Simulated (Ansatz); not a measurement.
Base system: BN in the zinc blende structure (space group F-43m, No. 216; a = 3.5805 Å). Axes: x, y, z lie along the cube axes.

Calculations: Ansatz (a first-principles code) LDA, no SOC.

For the base:

* **Smallest direct gap**: 8.83 eV
* **Pressure**: -0.01 GPa

Perturbation: tensile biaxial strain of 2.08 % in the plane normal to [111], as in epitaxy on a mismatched substrate; the out-of-plane cell vector and the atoms relax.

Q: Predict the new smallest direct gap.

A: The smallest direct gap decreases by 0.45 eV (8.83 eV → 8.38 eV).

Q: What happens to the pressure?

A: The pressure (mean of the normal stresses, compression positive) falls by 13.94 GPa to -13.95 GPa.

Gaps are Kohn–Sham eigenvalue differences; semilocal functionals usually give less than the measured gap. Stability against distortions was not tested.
